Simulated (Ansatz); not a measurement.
Base system: BN in the zinc blende structure (space group F-43m, No. 216; a = 3.610 Å).

Structures relaxed with plane-wave PAW DFT at the r2SCAN level (Ansatz, an electronic-structure program, 500 eV), spin-orbit coupling left out.

Base:

Simulated powder pattern, Cu Kα1, λ = 1.54056 Å (kinematic, ideal powder, no thermal factors, no anomalous dispersion; the 10 strongest lines at most, above 2 %, up to 2θ = 90°):

```tsv
2θ (°)	I/Imax (%)	hkl
43.38	100	(111)
50.53	4.8	(200)
74.25	37	(220)
```

It is then changed as follows: Be takes the place of B on all its sites, then cell and atoms are relaxed.

After the change:

Simulated powder pattern, Cu Kα1, λ = 1.54056 Å (kinematic, ideal powder, no thermal factors, no anomalous dispersion; the 10 strongest lines at most, above 2 %, up to 2θ = 90°):

```tsv
2θ (°)	d (Å)	I/Imax (%)	hkl
39.60	2.274	100	(111)
46.05	1.969	9.3	(200)
67.17	1.392	38	(220)
80.88	1.187	22	(311)
```

The indices refer to each structure's own conventional cell; one index is shown for lines that coincide.

No phonon test of stability was made. As relaxed here, BeN is a hypothetical phase, not in the database extracts checked. All final runs are without spin polarisation. An odd electron count without spin: BeN.
